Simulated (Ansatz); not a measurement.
Zinc-blende BeS: PBE at its full settings (plane-wave cutoff 520 eV, 12×12×12 k mesh, Fermi–Dirac smearing 0.01 eV, scalar-relativistic PAW data made under PBE) and at cheaper ones, in a cell of 2 atoms with Γ-centred meshes.

| level and setting | equilibrium lattice constant a (Å) | bulk modulus (GPa) |
|---|---|---|
| PBE (Ansatz) | 4.876 | 92.9 |
| PBE (300 eV cutoff) (Ansatz) | 4.877 | 92.4 |
| PBE (2×2×2 k mesh) (Ansatz) | 5.055 | 80.5 |
| PBE (4×4×4 k mesh) (Ansatz) | 4.885 | 92.6 |
| PBE (6×6×6 k mesh) (Ansatz) | 4.877 | 92.9 |
| PBE (Fermi-Dirac smearing of 0.3 eV) (Ansatz) | 4.876 | 92.9 |

Largest shifts from the full settings: lattice constant a +3.67 % (PBE (2×2×2 k mesh)), against a difference of +0.12 % of the full result from the reference 4.87 Å (measured, room temperature, no zero-point or thermal correction; as tabulated in Narayana, Nesamony, Ruoff (BeS at high pressure; core.ac.uk copy)); bulk modulus -13.3 % (PBE (2×2×2 k mesh)), against a difference of -11.5 % of the full result from the reference 105 GPa (measured, room temperature, not corrected to a static lattice; as tabulated in Narayana, Nesamony, Ruoff, Phys. Rev. B 56, no. 22 (1997)).

The full settings aren't shown to be converged themselves.

Ansatz's density-functional and Hartree–Fock values are scalar-relativistic unless marked +SOC, with PAW data made under PBE.

Run with cheap settings on purpose, which may leave them unconverged: PBE (2×2×2 k mesh), PBE (300 eV cutoff), PBE (4×4×4 k mesh), PBE (6×6×6 k mesh), PBE (Fermi-Dirac smearing of 0.3 eV).

Ansatz is a quantum-chemistry and plane-wave program.
